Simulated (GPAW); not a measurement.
Band structure of GaPPt5 (P4/mmm, 7 atoms in the cell).

```
GaPPt5
1.0
    3.84868     0.00000     0.00000
    0.00000     3.84868     0.00000
    0.00000     0.00000     6.76343
Ga P Pt
1 1 5
Direct
  0.50000   0.50000   0.00000
  0.00000   0.00000   0.50000
  0.00000   0.50000   0.28992
  0.00000   0.50000   0.71008
  0.50000   0.00000   0.28992
  0.50000   0.00000   0.71008
  0.00000   0.00000   0.00000
```

Method of the run: PBEsol, GPAW PAW datasets PBEsol (made by gpaw-setup) (plane waves; GPAW).

Settings: mode = pw; ecut = 550 eV; xc = PBEsol; kpts = 7 7 4; mesh shift (steps) = 0 0 0; occupations.name = methfessel-paxton; occupations.width = 0.1 eV; occupations.order = 0; nbands = -11; convergence.density = 1e-05 e/electron; symmetry.symmorphic = false; symmetry.tolerance = 0.0005; maxiter = 120; bandpath_npoints = 40.

The starting cell comes from a database of computed structures (which also holds hypothetical and non-ambient phases and stackings), without a prior relaxation at this level. Its lattice was rescaled by a random factor within 2.5 % of one. Spin-orbit coupling is off. Spin polarisation is off.

Levels in eV from the Fermi level, bands 41 to 48:
```json
[
 {"point": "Γ", "41": "-1.45", "42": "-1.24", "43": "-1.24", "44": "0.00", "45": "0.05", "46": "1.58", "47": "1.72", "48": "4.21"},
 {"point": "X", "41": "-2.47", "42": "-1.64", "43": "-1.46", "44": "-1.03", "45": "-0.02", "46": "0.46", "47": "2.02", "48": "3.33"},
 {"point": "M", "41": "-1.85", "42": "-1.72", "43": "-1.24", "44": "-0.61", "45": "-0.61", "46": "-0.18", "47": "0.86", "48": "0.86"},
 {"point": "Z", "41": "-0.41", "42": "0.00", "43": "0.05", "44": "0.31", "45": "1.48", "46": "1.48", "47": "2.10", "48": "2.10"},
 {"point": "R", "41": "-2.44", "42": "-2.08", "43": "-1.92", "44": "-0.96", "45": "1.26", "46": "2.15", "47": "2.57", "48": "3.26"},
 {"point": "A", "41": "-2.35", "42": "-1.76", "43": "-1.09", "44": "-0.56", "45": "0.56", "46": "0.56", "47": "0.70", "48": "0.70"}
]
```

Bands cross the Fermi level along this path, so the cell is metallic at this level.
